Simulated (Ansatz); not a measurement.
**A computed series for TaSi2: pressure series**

The reference is TaSi₂ (space group P6_222, No. 180; a = 4.7760 Å, c = 6.5628 Å).

Cell and atoms are relaxed at each pressure.

All numbers come from DFT with r2SCAN, PAW potentials and a 500 eV plane-wave cutoff in Ansatz (an electronic-structure program), without spin-orbit coupling.

```
P (GPa)  V (Å³/atom)
-------  -----------
-2.00         14.558
-1.00         14.480
0.30          14.383
0.70          14.354
1.49          14.297
3.00          14.192
5.00          14.058
7.49          13.900
9.99          13.751
```

**Question.** Fit a third-order Birch–Murnaghan equation of state.

**Answer.** Least squares on P(V) = (3B₀/2)[(V₀/V)^(7/3) − (V₀/V)^(5/3)]·[1 + (3/4)(B₀′ − 4)((V₀/V)^(2/3) − 1)] gives V₀ = 14.41 Å³/atom, B₀ = 194 GPa and B₀′ = 4.3.

Load acts through the strain it causes; cell and atoms are relaxed under it. Whether these cells are dynamically stable was not tested. No other phases were tried under pressure. The final runs are not spin-polarised. An odd electron count without spin: TaSi2.
